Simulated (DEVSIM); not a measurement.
Device: Schottky contact on p-type GaP, at 250 K.

Layer 1 from the left is GaP, thickness (μm) 0.350, Na (cm⁻³) 2.4e17, τn (s) 2.5e-6, τp (s) 2.5e-6.

Left contact: Schottky, work function 4.38 eV, emission velocity 1.9e6 cm/s. Right contact: ohmic. Voltage is applied to the left contact. Recombination: SRH at mid-gap, Auger. Mobility is μmin + (μ − μmin)/(1 + (N/Nref)^α).

This is a model device: material constants are rounded textbook-type values typed into the input, and sizes, dopings and lifetimes were drawn at random. Values at 300 K; Nc and Nv go as T^1.5, mobilities as T to minus their exponent, the gap by Varshni's rule with the affinity fixed.

GaP: gap (eV) 2.26, affinity (eV) 3.8, permittivity 11.1, Nc (cm⁻³) 1.8e19, Nv (cm⁻³) 1.9e19, μn (cm²/Vs) 250, μp (cm²/Vs) 150, μn,min 10, μp,min 10, Nref,n 4.4e18, Nref,p 1e18, αn 0.8, αp 0.85, T exponent of μn 1.6, T exponent of μp 1.98, Cn (cm⁶/s) 1e-30, Cp (cm⁶/s) 1e-30, Varshni α (eV/K) 0.00058, Varshni β (K) 372.

Simulated with DEVSIM: 1D drift-diffusion, Boltzmann statistics, complete ionisation; no tunnelling, impact ionisation, image-force lowering or self-heating. Metal contacts follow the ideal Schottky-Mott rule: no Fermi-level pinning, no interface dipoles.

Dark forward current:

| |V| (V) | |J| (A/cm²) |
|---|---|
| 0.75 | 3.058e-13 |
| 0.80 | 3.110e-12 |
| 0.85 | 3.163e-11 |
| 0.90 | 3.216e-10 |
| 0.95 | 3.269e-9 |
| 1.00 | 3.323e-8 |
| 1.05 | 3.376e-7 |
| 1.10 | 3.429e-6 |
| 1.15 | 3.481e-5 |
| 1.20 | 0.0003531 |
| 1.25 | 0.003580 |
| 1.30 | 0.03624 |
| 1.35 | 0.3661 |
| 1.40 | 3.683 |
| 1.45 | 36.55 |
| 1.50 | 335.1 |
| 1.55 | 2102 |

Q: Work out the local ideality factor n = ΔV / (kT/q · ln(J2/J1)) between the rows 0.75 and 0.80 V, 0.80 and 0.85 V, 1.50 and 1.55 V.

A: kT/q = 21.54 mV. From 0.75 to 0.80 V: ln(3.110e-12/3.058e-13) = 2.319, n = 1.00, near the 1 of diffusion or emission over a barrier. From 0.80 to 0.85 V: ln(3.163e-11/3.110e-12) = 2.319, n = 1.00, near the 1 of diffusion or emission over a barrier. From 1.50 to 1.55 V: ln(2102/335.1) = 1.836, n = 1.26; the layers' resistance at their doping, Σ W/(qμN) = 5.4e-6 Ω cm², would take 9.5 mV of this step of 50 mV.

Q: Estimate the current at 1.10 V for emission alone, J0 = q v N_band exp(−φB/kT), and read the barrier back from the simulated current.

A: φB = 1.699 eV, N_band = 1.45e19 cm⁻³, J0 = 2.40e-28 A/cm²; J = J0 (exp(qV/kT) − 1) = 3.62e-6 A/cm². The simulation gives 3.43e-6 A/cm²; the estimate lies 5.5 % above. Read backwards, the simulated current gives an apparent barrier of 1.701 eV. The estimate leaves out transport through the depletion region and minority injection.
